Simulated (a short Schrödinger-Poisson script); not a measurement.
Structure: symmetric double-gate stack, SiO2 on p-type Si(100), at 300 K.

```csv
layer,material,thickness (nm),Na (cm⁻³)
1,SiO2,1.4,-
2,Si,4,5e16
3,SiO2,1.4,-
```

Constants are typed, rounded textbook-type inputs, not results; the design itself was drawn at random and stands for no fabricated device. SiO2: permittivity 3.9, conduction-band edge (eV) 3.15, gap (eV) 9, electron mass (mₑ) 0.5. Si: permittivity 11.7, conduction-band edge (eV) 0, gap (eV) 1.124, Nv at 300 K (cm⁻³) 3.1e19.

Channel valleys (confinement mass, in-plane density-of-states mass, number): Δ2 0.916, 0.19, 2; Δ4 0.19, 0.417, 4. At the gates, both at one voltage, the conduction-band edge of layer 1 lies 3.5 eV − eVg above the Fermi level of the channel. Gaps are held at their typed values at every temperature. Mesh 0.03 nm at interfaces.

From a short Schrödinger-Poisson script (our own, NumPy): 1D Poisson equation in equilibrium, electrons classical, Boltzmann, parabolic valleys, classical holes, full ionisation, no traps, pinning or gate leakage.

The same stack at other levels of the model or other numerical settings:

```json
[
 {"run": "base", "sheet density of all electrons at Vg = 1.05 V (cm⁻²)": "1.96e13", "sheet density of all electrons at Vg = 0.45 V (cm⁻²)": "3.49e12", "capacitance of both gates at Vg = 1.05 V (μF/cm²)": "4.56", "gate voltage at 1e11 electrons/cm² (V)": "0.23", "rough cost against the base": "about 1"},
 {"run": "electrons treated as classical, Fermi-Dirac", "sheet density of all electrons at Vg = 1.05 V (cm⁻²)": "1.87e13", "sheet density of all electrons at Vg = 0.45 V (cm⁻²)": "3.42e12", "capacitance of both gates at Vg = 1.05 V (μF/cm²)": "?", "gate voltage at 1e11 electrons/cm² (V)": "0.23", "rough cost against the base": "2"},
 {"run": "electrons treated as quantum, Hartree", "sheet density of all electrons at Vg = 1.05 V (cm⁻²)": "1.59e13", "sheet density of all electrons at Vg = 0.45 V (cm⁻²)": "2.37e12", "capacitance of both gates at Vg = 1.05 V (μF/cm²)": "3.88", "gate voltage at 1e11 electrons/cm² (V)": "0.27", "rough cost against the base": "20"},
 {"run": "mesh six times as coarse", "sheet density of all electrons at Vg = 1.05 V (cm⁻²)": "?", "sheet density of all electrons at Vg = 0.45 V (cm⁻²)": "3.43e12", "capacitance of both gates at Vg = 1.05 V (μF/cm²)": "?", "gate voltage at 1e11 electrons/cm² (V)": "0.24", "rough cost against the base": "about 1"}
]
```

Question: Complete the blanks.

Answer: 
- mesh six times as coarse, capacitance of both gates at Vg = 1.05 V (μF/cm²): 4.46
- mesh six times as coarse, sheet density of all electrons at Vg = 1.05 V (cm⁻²): 1.92e13
- electrons treated as classical, Fermi-Dirac, capacitance of both gates at Vg = 1.05 V (μF/cm²): 4.27

The classical rows ignore confinement, and Boltzmann statistics overrate the density once the band edge passes the Fermi level.
